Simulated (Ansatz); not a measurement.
Structures of equal composition on the (100) surface of rock-salt TiN: Sc on all Ti sites of the second plane; Sc on all Ti sites of the top plane. The slabs share one bottom face, and each structure is named by its start. These are constructed structures in small cells; real faces may alloy, dewet or reconstruct in larger ones, and not all known structures of the face are among them. Slabs of about 13 Å, Fermi-Dirac smearing of 0.1 eV. Bottom of the slabs: a bare face, its two planes held. Relaxed from the named starts with such symmetry as they have, on meshes of like density; energies extrapolated to zero smearing; spin only where a row says so; no spin-orbit coupling, no U. Brackets mark spin-polarised runs, whose order is one that fits the cell.

Calculation: PBE (plane waves to 420 eV, PAW; Ansatz, a first-principles code).

### Question
Put the candidates in order of energy per 1x1 cell, lowest first, for PBE.

### Answer
Sc on all Ti sites of the top plane (0.000 eV), Sc on all Ti sites of the second plane (0.266 eV)
